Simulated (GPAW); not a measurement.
## Worked example: self-consistent single point of TePd₃ (I4/mmm, 4 atoms in the cell) in GPAW

Level of theory: LDA (Perdew-Wang 92), GPAW PAW datasets LDA (gpaw-data 1.0.1) (plane waves; GPAW).

Input as run:

```python
from ase import Atoms
from ase.units import GPa
from gpaw import GPAW

atoms = Atoms(['Te', 'Pd', 'Pd', 'Pd'],
              cell=[[-2.205529, 2.205529, 3.263459],
                    [2.205529, -2.205529, 3.263459],
                    [2.205529, 2.205529, -3.263459]],
              positions=[[0.000000, 0.000000, 0.000000],
                         [0.000000, 2.205529, 1.631730],
                         [2.205529, 0.000000, 1.631730],
                         [0.000000, 0.000000, 3.263459]],
              pbc=True)

calc = GPAW(mode={'name': 'pw', 'ecut': 550},
            xc='LDA',
            kpts=(9, 9, 9),
            occupations={'name': 'methfessel-paxton', 'width': 0.2, 'order': 0},
            nbands=-10,
            symmetry={'symmorphic': False, 'tolerance': 0.0005},
            maxiter=120,
            txt='-')

atoms.calc = calc

energy = atoms.get_potential_energy()
print('Energy (eV):', round(energy, 6))
forces = atoms.get_forces()
print('Forces (eV/Ang):')
print(forces.round(5))
stress = atoms.get_stress()
print('Stress (GPa, Voigt):', (stress / GPa).round(4))
```

Output, abridged:

```
Input parameters:
  kpts: [9 9 9]
  maxiter: 120
  mode: {ecut: 550,
         name: pw}
  nbands: -10
  occupations: {name: methfessel-paxton,
                order: 0,
                width: 0.2}
  symmetry: {symmorphic: False,
             tolerance: 0.0005}

species:
  Te:
    name: Tellurium
    Z: 52.0
    valence: 6
    core: 46
    charge: 0.0
    file: Te.LDA.gz

    # Using partial waves for Te as LCAO basis

  Pd:
    name: Palladium
    Z: 46.0
    valence: 16
    core: 30
    charge: 0.0
    file: Pd.LDA.gz

    # Using partial waves for Pd as LCAO basis

Reference energy: -595931.730436  # eV

Spin-paired calculation

Convergence criteria:
 Maximum [total energy] change in last 3 cyles: 0.0005 eV / valence electron
 Maximum integral of absolute [dens]ity change: 0.0001 electrons / valence electron
 Maximum integral of absolute [eigenst]ate change: 4e-08 eV^2 / valence electron
 Maximum number of scf [iter]ations: 120

Symmetries present (total): 16
Symmetries with fractional translations: 0
729 k-points: 9 x 9 x 9 Monkhorst-Pack grid
75 k-points in the irreducible part of the Brillouin zone
       k-points in crystal coordinates                weights
   0:     0.00000000    0.00000000    0.00000000          1/729
   1:     0.11111111   -0.11111111    0.00000000          4/729
   2:     0.11111111   -0.11111111    0.11111111          4/729
   [... 7 lines left out ...]
          ...
  74:     0.44444444    0.44444444    0.44444444          8/729

Wave functions: Plane wave expansion
  Cutoff energy: 550.000 eV
  Number of coefficients (min, max): 1836, 1885
  Pulay-stress correction: 0.000000 eV/Ang^3 (de/decut=0.000000)

Occupation numbers: Methfessel-Paxton:
  width: 0.2000  # eV
  order: 0

Eigensolver

Densities:
  Coarse grid: 25*25*25 grid
  Fine grid: 50*50*50 grid
  Total Charge: 0.000000

Density mixing:
  Method: separate
  Backend: pulay
  Linear mixing parameter: 0.05
  old densities: 5
  Damping of long wavelength oscillations: 50

Hamiltonian:
  XC and Coulomb potentials evaluated on a 50*50*50 grid
  External potential:
    NoExternalPotential

Number of atoms: 4
Number of atomic orbitals: 40
Number of bands in calculation: 37
Number of valence electrons: 54
Bands to converge: occupied

Density initialized from atomic densities
  37 bands from LCAO basis set

Atomic positions and initial magnetic moments

Positions:
   0 Te     0.000000    0.000000    0.000000    ( 0.0000,  0.0000,  0.0000)
   1 Pd     0.000000    2.205529    1.631730    ( 0.0000,  0.0000,  0.0000)
   2 Pd     2.205529    0.000000    1.631730    ( 0.0000,  0.0000,  0.0000)
   3 Pd     0.000000    0.000000    3.263459    ( 0.0000,  0.0000,  0.0000)

Unit cell:
           periodic     x           y           z      points  spacing
  1. axis:    yes   -2.205529    2.205529    3.263459    25     0.1462
  2. axis:    yes    2.205529   -2.205529    3.263459    25     0.1462
  3. axis:    yes    2.205529    2.205529   -3.263459    25     0.1248

  Lengths:   4.514297   4.514297   4.514297
  Angles:  121.507349 121.507349  87.408439

Effective grid spacing dv^(1/3) = 0.1596

     iter     time        total  log10-change:
                         energy   eigst   dens
iter:   1 --:--:--   -23.551361
iter:   2 --:--:--   -22.838365   -1.08  -1.27
iter:   3 --:--:--   -20.790609   -0.62  -1.31
iter:   4 --:--:--   -20.933056   -1.55  -1.74
iter:   5 --:--:--   -20.630124   -2.31  -1.58
iter:   6 --:--:--   -20.565837   -1.56  -1.88
iter:   7 --:--:--   -20.564483   -3.10  -2.24
iter:   8 --:--:--   -20.569553c  -4.18  -2.22
iter:   9 --:--:--   -20.499940   -2.29  -2.21
iter:  10 --:--:--   -20.500796   -3.78  -2.91
iter:  11 --:--:--   -20.499849c  -5.24  -2.83
iter:  12 --:--:--   -20.497919c  -4.16  -2.87
iter:  13 --:--:--   -20.497969c  -6.01  -3.13
iter:  14 --:--:--   -20.498464c  -5.00  -3.13
iter:  15 --:--:--   -20.497921c  -4.06  -2.99
iter:  16 --:--:--   -20.497730c  -4.69  -3.29
iter:  17 --:--:--   -20.497687c  -6.09  -3.49
iter:  18 --:--:--   -20.497561c  -4.96  -3.61
iter:  19 --:--:--   -20.497543c  -6.08  -3.98
iter:  20 --:--:--   -20.497550c  -6.78  -4.17c
iter:  21 --:--:--   -20.497545c  -7.16  -4.26c
iter:  22 --:--:--   -20.497545c  -7.71c -4.39c

Converged after 22 iterations.

Dipole moment: (0.000000, -0.000000, 0.000006) |e|*Ang

Energy contributions relative to reference atoms: (reference = -595931.730436)

Kinetic:         +9.314120
Potential:      -16.752777
External:        +0.000000
XC:             -12.258263
Entropy (-ST):   -0.030501
Local:           -0.785374
SIC:             +0.000000
--------------------------
Free energy:    -20.512795
Extrapolated:   -20.497545

Showing only first 2 kpts
 Kpt  Band  Eigenvalues  Occupancy
  0    25      9.68635    2.00000
  0    26     11.75327    0.00000
  0    27     12.10943    0.00000
  0    28     12.10943    0.00000

  1    25      9.76742    2.00000
  1    26     12.13340    0.00000
  1    27     12.20727    0.00000
  1    28     12.25220    0.00000

Fermi level: 10.84117

No gap
No difference between direct/indirect transitions
Energy (eV): -20.497545

Forces in eV/Ang:
  0 Te   -0.00000   -0.00000   -0.00000
  1 Pd   -0.00000   -0.00000    0.00000
  2 Pd    0.00000    0.00000    0.00000
  3 Pd    0.00000    0.00000    0.00000

Stress tensor:
    -0.002059     0.000000    -0.000000
     0.000000    -0.002059     0.000000
    -0.000000     0.000000     0.000746
Stress (GPa, Voigt): [-0.3299 -0.3299  0.1195  0.     -0.      0.    ]
```

The run converged in 22 iterations. GPAW prints stress with tension positive.

The starting cell comes from a database of computed structures (which also holds hypothetical and non-ambient phases and stackings), without a prior relaxation at this level. Its lattice was rescaled by a random factor within 2.5 % of one. Spin-orbit coupling is off. Spin polarisation is off.

Cost on one core of a shared machine: roughly 60 s.
